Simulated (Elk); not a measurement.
**Worked example: self-consistent single point of MgSc (Pm-3m, 2 atoms in the cell) in Elk**

Method of the run: LDA (PW92), all-electron FP-LAPW, Elk's shipped species files, APW+lo basis with extra local orbitals (Elk 10.2.4).

Input as run:

```
tasks
  0

xctype
  3

tforce
  .true.

rgkmax
  7.5

gmaxvr
  18.0

lmaxapw
  10

lmaxo
  8

nxlo
  2

lorbcnd
  .true.

lradstp
  2

nrmtscf
  2.0

lmaxi
  4

stype
  3

swidth
  0.00367493

scale
  1.889726125

avec
    3.6669400000    0.0000000000    0.0000000000
    0.0000000000    3.6669400000    0.0000000000
    0.0000000000    0.0000000000    3.6669400000

sppath
  'species/'

atoms
  2   : nspecies
  'Mg.in'   : spfname
  1   : natoms; atposl, bfcmt below
  0.0000000000  0.0000000000  0.0000000000    0.0 0.0 0.0
  'Sc.in'   : spfname
  1   : natoms; atposl, bfcmt below
  0.5000000000  0.5000000000  0.5000000000    0.0 0.0 0.0

ngridk
  12 12 12
```

The program printed (abridged):

```
│ Elk code version 10.2.4 │

All units are atomic (Hartree, Bohr, etc.)

│ Ground-state run starting from atomic densities │

Lattice vectors :
   6.929512317       0.000000000       0.000000000
   0.000000000       6.929512317       0.000000000
   0.000000000       0.000000000       6.929512317

Unit cell volume      :    332.7422991
Brillouin zone volume :   0.7454724394

Muffin-tin inner radius fraction :   0.1000000000E-01

Nuclei treated as point charges

Species :    1 (Mg)
 parameters loaded from : Mg.in
 name : magnesium
 nuclear charge    :   -12.00000000
 electronic charge :    12.00000000
 atomic mass :    44305.30462
 muffin-tin radius :    2.200000000
 number of radial points in muffin-tin :    799
 atomic positions (lattice), magnetic fields (Cartesian) :
   1 :   0.00000000  0.00000000  0.00000000    0.00000000  0.00000000  0.00000000

Species :    2 (Sc)
 parameters loaded from : Sc.in
 name : scandium
 nuclear charge    :   -21.00000000
 electronic charge :    21.00000000
 atomic mass :    81949.61066
 muffin-tin radius :    2.400000000
 number of radial points in muffin-tin :    999
 atomic positions (lattice), magnetic fields (Cartesian) :
   1 :   0.50000000  0.50000000  0.50000000    0.00000000  0.00000000  0.00000000

Total number of atoms per unit cell :    2

Spin treatment :
 spin-unpolarised

Number of Bravais lattice symmetries :   48
Number of crystal symmetries         :   48
Crystal has inversion symmetry
Real symmetric eigensolver will be used

k-point grid :     12    12    12
k-point offset :    0.000000000       0.000000000       0.000000000
k-point set is reduced with full crystal symmetry group
Total number of k-points :       84

Muffin-tin radius times maximum |G+k| :    7.500000000
 using average radius
Maximum |G+k| for APW functions       :    3.260869565
Maximum (1/2)|G+k|²                   :    5.316635161
Maximum |G| for potential and density :    18.00000000
 potential will be trimmed for |G| > 2 gkmax
Constant for pseudocharge density :   11
Radial integration step length :    2

G-vector grid sizes :     40    40    40
Number of G-vectors :    32795

Maximum angular momentum used for
 APW functions                      :   10
 outer part of muffin-tin           :    8
 inner part of muffin-tin           :    4

Total nuclear charge    :   -33.00000000
Total core charge       :    12.00000000
Total valence charge    :    21.00000000
Total excess charge     :    0.000000000
Total electronic charge :    33.00000000

Effective Wigner radius, rₛ :    1.340196526

Number of empty states         :    8
Total number of valence states :   19
Total number of core states    :   12

Conduction state local-orbitals added automatically
Total number of local-orbitals :  211

Exchange-correlation functional :      3     0     0
 Perdew-Wang/Ceperley-Alder, Phys. Rev. B 45, 13244 (1992)
 gradient requirement :    0
 local density approximation (LDA)

Smearing type :    3
 Fermi-Dirac
Smearing width :   0.3674930000E-02
Effective electronic temperature (K) :    1160.451112

Mixing type :    3
 Broyden mixing, J. Phys. A: Math. Gen. 17, L317 (1984)

Kohn-Sham potential initialised from atomic data

│ Self-consistent loop started │
│ Loop number : 1 │
 total energy                :     -961.898879978
│ Loop number : 2 │
 total energy                :     -961.923146119
RMS change in Kohn-Sham potential (target) :   0.2219133758E-01 (  0.1000000000E-05)
Absolute change in total energy (target)   :   0.2426614083E-01 (  0.1000000000E-03)
│ Loop number : 3 │
 total energy                :     -962.020592493
RMS change in Kohn-Sham potential (target) :   0.1827523409E-01 (  0.1000000000E-05)
Absolute change in total energy (target)   :   0.1035129091     (  0.1000000000E-03)
│ Loop number : 4 │
 total energy                :     -962.041878433
RMS change in Kohn-Sham potential (target) :   0.1649595997E-01 (  0.1000000000E-05)
Absolute change in total energy (target)   :   0.4716416781E-01 (  0.1000000000E-03)
│ Loop number : 5 │
 total energy                :     -962.047796786
RMS change in Kohn-Sham potential (target) :   0.1162455239E-01 (  0.1000000000E-05)
Absolute change in total energy (target)   :   0.1770939462E-01 (  0.1000000000E-03)
│ Loop number : 6 │
 total energy                :     -962.046569439
RMS change in Kohn-Sham potential (target) :   0.4349567028E-02 (  0.1000000000E-05)
Absolute change in total energy (target)   :   0.3200001547E-02 (  0.1000000000E-03)
│ Loop number : 7 │
 total energy                :     -962.050586753
RMS change in Kohn-Sham potential (target) :   0.2598718559E-03 (  0.1000000000E-05)
Absolute change in total energy (target)   :   0.4817314324E-02 (  0.1000000000E-03)
│ Loop number : 8 │
 total energy                :     -962.034741768
RMS change in Kohn-Sham potential (target) :   0.1020842715E-03 (  0.1000000000E-05)
Absolute change in total energy (target)   :   0.1464065637E-01 (  0.1000000000E-03)
│ Loop number : 9 │
 total energy                :     -962.033219657
RMS change in Kohn-Sham potential (target) :   0.6729037890E-04 (  0.1000000000E-05)
Absolute change in total energy (target)   :   0.5182274587E-02 (  0.1000000000E-03)
│ Loop number : 10 │
 total energy                :     -962.033558568
RMS change in Kohn-Sham potential (target) :   0.3260870841E-04 (  0.1000000000E-05)
Absolute change in total energy (target)   :   0.9566577702E-03 (  0.1000000000E-03)
│ Loop number : 11 │
 total energy                :     -962.034118449
RMS change in Kohn-Sham potential (target) :   0.6135059142E-05 (  0.1000000000E-05)
Absolute change in total energy (target)   :   0.3207167431E-03 (  0.1000000000E-03)
│ Loop number : 12 │
 total energy                :     -962.034221974
RMS change in Kohn-Sham potential (target) :   0.8308633944E-06 (  0.1000000000E-05)
Absolute change in total energy (target)   :   0.1837035878E-03 (  0.1000000000E-03)
│ Loop number : 13 │
 total energy                :     -962.034234804
RMS change in Kohn-Sham potential (target) :   0.1443792994E-06 (  0.1000000000E-05)
Absolute change in total energy (target)   :   0.5875595480E-04 (  0.1000000000E-03)
Convergence targets achieved

│ Loop number : 14 │

Energies :
 Fermi                       :     0.155466225522
 sum of eigenvalues          :     -552.187840488
 electron kinetic            :      967.952235916
 core electron kinetic       :      846.277826629
 Coulomb                     :     -1877.09641206
 Coulomb potential           :     -1450.21452296
 nuclear-nuclear             :     -129.036055166
 electron-nuclear            :     -2045.90619083
 Hartree                     :      297.845833937
 Madelung                    :     -1151.98915058
 xc potential                :     -69.9255534444
 exchange                    :     -50.2901353085
 correlation                 :     -2.59689275585
 electron entropic           :    -0.303282343565E-02
 total energy                :     -962.034237035

Density of states at Fermi energy :    69.90893082
 (states/Hartree/unit cell)

Estimated indirect band gap :   0.2573089346E-03
 from k-point     20 to k-point     30
Estimated direct band gap   :   0.7375262149E-02
 at k-point     30

Charges :
 core                        :    12.00000000
 valence                     :    21.00000000
 interstitial                :    3.447957503
 muffin-tins (core leakage)
  species :    1 (Mg)
   atom    1                 :    10.51853098     (   0.000000000    )
  species :    2 (Sc)
   atom    1                 :    19.03351151     (  0.3427237161E-08)
 total in muffin-tins        :    29.55204250
 total calculated charge     :    32.99992597
 total charge                :    33.00000000
 error                       :   0.7402874838E-04

│ Self-consistent loop stopped │

Forces :
 species :    1 (Mg)
  atom :    1
   Hellmann-Feynman          :     0.00000000    0.00000000    0.00000000
   IBS                       :    -0.00000000    0.00000000    0.00000000
   total force               :    -0.00000000    0.00000000    0.00000000
   total magnitude           :     0.00000000
 species :    2 (Sc)
  atom :    1
   Hellmann-Feynman          :     0.00000000    0.00000000    0.00000000
   IBS                       :    -0.00000000   -0.00000000    0.00000000
   total force               :     0.00000000   -0.00000000    0.00000000
   total magnitude           :     0.00000000
```

The run converged in 14 iterations. The count includes the last loop, which Elk runs after its targets are met.

The starting cell comes from a database of computed structures (which also holds hypothetical and non-ambient phases and stackings), without a prior relaxation at this level. Its lattice was rescaled by a random factor within 2.5 % of one. Values depend on the basis (sphere radii, cutoffs, local orbitals), which need not be converged. The log's line on a gap gives a spacing of levels on this mesh, which the program prints for metals too.
